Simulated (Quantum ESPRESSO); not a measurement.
# Parameter sweep on La2AlGe3 (Imm2, 6 atoms in the cell)

```yaml
crystal:
  lattice:
    - [2.16356, 2.22805, 7.48735]
    - [-2.16356, 2.22805, 7.48735]
    - [-2.16356, -2.22805, 7.48735]
  atoms:
    - { symbol: La, position: [0.37841, 0.00000, 0.37841] }
    - { symbol: La, position: [0.62190, 0.50000, 0.12190] }
    - { symbol: Al, position: [0.20812, 0.50000, 0.70812] }
    - { symbol: Ge, position: [0.95914, 0.00000, 0.95914] }
    - { symbol: Ge, position: [0.79047, 0.00000, 0.79047] }
    - { symbol: Ge, position: [0.04196, 0.50000, 0.54196] }
```

Base run A: Quantum ESPRESSO with LDA (PZ), GBRV 1.5 ultrasoft (LDA) pseudopotentials, self-consistent single point.

Its settings: ecutwfc = 50 Ry; ecutrho = 250 Ry; occupations = smearing; smearing = marzari-vanderbilt; degauss = 0.0073499 Ry; potentials = {La: la_lda_v1.uspp.F.UPF, Al: al_lda_v1.uspp.F.UPF, Ge: ge_lda_v1.4.uspp.F.UPF}; K_POINTS = automatic 5 5 5 0 0 0; conv_thr = 1e-09 Ry; mixing_beta = 0.7.

The starting cell comes from a database of computed structures (which also holds hypothetical and non-ambient phases and stackings), without a prior relaxation at this level. In the base run, with a pressure of about -5 GPa the cell is away from its equilibrium volume at this level.

ΔF is the free energy per atom less that of run A. 

Run A gave: pressure (GPa) -4.66; largest force (eV/Å) 0.121; TS (meV/atom) 1.1; k-points 27.

Runs:
- B: degauss, K_POINTS = 0.002205 Ry, automatic 3 3 3 0 0 0
- C: degauss, K_POINTS = 0.0073499 Ry, automatic 3 3 3 0 0 0
- D: degauss, K_POINTS = 0.02205 Ry, automatic 3 3 3 0 0 0
- E: degauss, K_POINTS = 0.002205 Ry, automatic 4 4 4 0 0 0
- F: degauss, K_POINTS = 0.0073499 Ry, automatic 4 4 4 0 0 0
- G: degauss, K_POINTS = 0.02205 Ry, automatic 4 4 4 0 0 0
- H: degauss, K_POINTS = 0.002205 Ry, automatic 5 5 5 0 0 0
- I: degauss, K_POINTS = 0.02205 Ry, automatic 5 5 5 0 0 0
- J: degauss, K_POINTS = 0.002205 Ry, automatic 6 6 6 0 0 0
- K: degauss, K_POINTS = 0.0073499 Ry, automatic 6 6 6 0 0 0
- L: degauss, K_POINTS = 0.02205 Ry, automatic 6 6 6 0 0 0

### Question
What does run J change against A?

### Answer
The free energy goes down by 1.1 meV/atom, the pressure stays near -4.66 GPa while the zz stress (positive for compression) goes from -4.61 to -5.16 GPa and the largest force goes from 0.121 to 0.070 eV/Å.

```tsv
run	ΔF (meV/atom)	pressure (GPa)	largest force (eV/Å)	TS (meV/atom)	k-points
A	0.00	-4.66	0.121	1.1	27
B	-20.7	-4.88	0.150	0.2	8
C	-21.0	-4.80	0.142	0.4	8
D	-22.5	-4.91	0.111	2.7	8
E	-4.3	-4.69	0.172	0.1	18
F	-4.0	-4.65	0.138	-0.6	18
G	-4.5	-4.62	0.144	2.6	18
H	0.69	-4.69	0.127	0.2	27
I	-1.21	-4.61	0.113	2.4	27
J	-1.14	-4.66	0.070	0.0	46
K	-1.38	-4.61	0.063	0.3	46
L	-2.4	-4.62	0.079	2.3	46
```
